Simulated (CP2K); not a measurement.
Input and output of a self-consistent single point for IrRh3 (Pm-3m, 4 atoms in the cell) (CP2K).

Computed with PBEsol, GPW, DZVP-MOLOPT-SR-GTH basis, GTH-PBE potentials (GTH_POTENTIALS) run with CP2K.

```yaml
crystal:
  lattice:
    - [3.81706, 0.00000, 0.00000]
    - [0.00000, 3.81706, 0.00000]
    - [0.00000, 0.00000, 3.81706]
  atoms:
    - { symbol: Ir, position: [0.00000, 0.00000, 0.00000] }
    - { symbol: Rh, position: [0.00000, 0.50000, 0.50000] }
    - { symbol: Rh, position: [0.50000, 0.00000, 0.50000] }
    - { symbol: Rh, position: [0.50000, 0.50000, 0.00000] }
```

Reference input (self-consistent single point, DFT LDA (Pade form), GPW, DZVP-MOLOPT-SR-GTH basis, GTH-PADE potentials (GTH_POTENTIALS)): CUTOFF = 500 Ry; REL_CUTOFF = 50 Ry; SMEAR/METHOD = FERMI_DIRAC; ELECTRONIC_TEMPERATURE = 1160.45 K; KPOINTS/SCHEME = MONKHORST-PACK 6 6 6; GAMMA_CENTERED = T; XC_FUNCTIONAL = PADE; Ir/BASIS_SET = DZVP-MOLOPT-SR-GTH-q17; Ir/POTENTIAL = GTH-PADE-q17; Rh/BASIS_SET = DZVP-MOLOPT-SR-GTH-q17; Rh/POTENTIAL = GTH-PADE-q17; METHOD = GPW. This run's input differs from it in these lines:

```diff
@@ -43,3 +43,6 @@
     &XC
-      &XC_FUNCTIONAL PADE
+      &XC_FUNCTIONAL
+        &PBE
+          PARAMETRIZATION PBESOL
+        &END PBE
       &END XC_FUNCTIONAL
@@ -76,3 +79,3 @@
       BASIS_SET DZVP-MOLOPT-SR-GTH-q17
-      POTENTIAL GTH-PADE-q17
+      POTENTIAL GTH-PBE-q17
     &END KIND
@@ -80,3 +83,3 @@
       BASIS_SET DZVP-MOLOPT-SR-GTH-q17
-      POTENTIAL GTH-PADE-q17
+      POTENTIAL GTH-PBE-q17
     &END KIND
```

Log, with long lists cut:

```
 SCF WAVEFUNCTION OPTIMIZATION

  Step     Update method      Time    Convergence         Total energy    Change
     1 NoMix/Diag. 0.30E+00      -     0.60487567      -437.8352191252 -4.38E+02
     2 Broy./Diag. 0.30E+00      -     0.46497870      -441.3923183098 -3.56E+00
     3 Broy./Diag. 0.30E+00      -     0.26631778      -437.0782342783  4.31E+00
     4 Broy./Diag. 0.30E+00      -     0.13814020      -437.1842718305 -1.06E-01
     5 Broy./Diag. 0.30E+00      -     0.01887669      -435.9231351251  1.26E+00
     6 Broy./Diag. 0.30E+00      -     0.00841672      -436.1825965809 -2.59E-01
   [... 5 lines left out ...]
    12 Broy./Diag. 0.30E+00      -     0.00000278      -436.1424078630  2.80E-05
    13 Broy./Diag. 0.30E+00      -     0.00000141      -436.1423865166  2.13E-05
    14 Broy./Diag. 0.30E+00      -     0.00000016      -436.1423789160  7.60E-06
    15 Broy./Diag. 0.30E+00      -     0.00000008      -436.1423785167  3.99E-07
  *** SCF run converged in    15 steps ***

  Overlap energy of the core charge distribution:               0.00000000000791
  Self energy of the core charge distribution:               -742.17796407175092
  Core Hamiltonian energy:                                    170.56821680400969
  Hartree energy:                                             179.58644829441860
  Exchange-correlation energy:                                -44.11396589426538
  Electronic entropic energy:                                  -0.00511364901336
  Fermi energy:                                                 0.64111729822161

  Total energy:                                              -436.14237851668139
  Total energy (extrapolated to T->0):                       -436.13982169217473

   [... lines left out ...]

 STRESS| Analytical stress tensor [bar]
 STRESS|                        x                   y                   z
 STRESS|      x       -3.60265610972E+04  -7.29975074103E-06  -7.28949816300E-06
 STRESS|      y       -7.29975074103E-06  -3.60265607881E+04  -7.29220875099E-06
 STRESS|      z       -7.28949816300E-06  -7.29220875099E-06  -3.60265295690E+04
 STRESS| 1/3 Trace                                            -3.60265504848E+04
```

The run converged in 15 iterations. Against the reference run the pressure goes from -15.70 to -3.60 GPa.

The starting cell comes from a database of computed structures (which also holds hypothetical and non-ambient phases and stackings), without a prior relaxation at this level. Spin polarisation is off. Values carry the incompleteness of an atom-centred basis. The potentials were made for another functional than the one used. With a pressure of about -4 GPa the cell is away from its equilibrium volume at this level.

Cost on one core of a shared machine: roughly 2 min.
